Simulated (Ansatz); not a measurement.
Consider the following.

```yaml
crystal:
  lattice:
    - [4.37280, 0.00000, 0.00000]
    - [2.18640, 3.78696, 0.00000]
    - [2.18640, -1.26232, 3.51525]
  atoms:
    - { symbol: Cd, position: [0.00217, 0.99892, 0.99675] }
    - { symbol: Se, position: [0.49783, 0.25108, 0.75325] }
```

No spin polarisation.

Method: Kohn–Sham DFT with the r2SCAN functional, run in Ansatz (a first-principles code) with PAW and 500 eV plane waves, no SOC. Settings: 9×9×9 k-points, 0.05 eV Fermi–Dirac smearing.

Question: Predict the space group, band gap, gap character and valence-band top at Γ.

Answer: The space group comes out as R3m (No. 160). The band gap comes out as 0.97 eV and the gap character comes out as direct at Γ. The valence-band top at Γ (three highest levels, from the VBM) is 0.00, -0.06, -0.06 eV.

The cells carry an imposed strain or load. No phonon test of stability was made. The cell was made from CdSe in the zinc blende structure (space group F-43m, No. 216) by this change: biaxial strain +0.83 %, plane normal [111], relaxed out of plane.
